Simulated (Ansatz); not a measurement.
System: Ca3V2O8 (C2/m, No. 12; cell taken from a computed entry). Method: r²SCAN+rVV10 (PAW; Ansatz, a program for electronic structure).

Run with plane-wave cutoff 500 eV, 8×8×6 k mesh (along the axes of the cell as run), Fermi–Dirac smearing 0.05 eV, no spin polarisation, scalar-relativistic PAW data made under PBE.

Computed at the level's own relaxed cell.

Q: Predict the volume per atom and band gap.

A: 
- volume per atom: 12.67 Å³/atom
- band gap: 3.93 eV (on the SCF k mesh)

Note: the relaxation could not lower the start's symmetry, so the cell can be a saddle point above a distorted one.

Static lattice: no zero-point or thermal effects.

The result took very roughly 21 core-minutes.
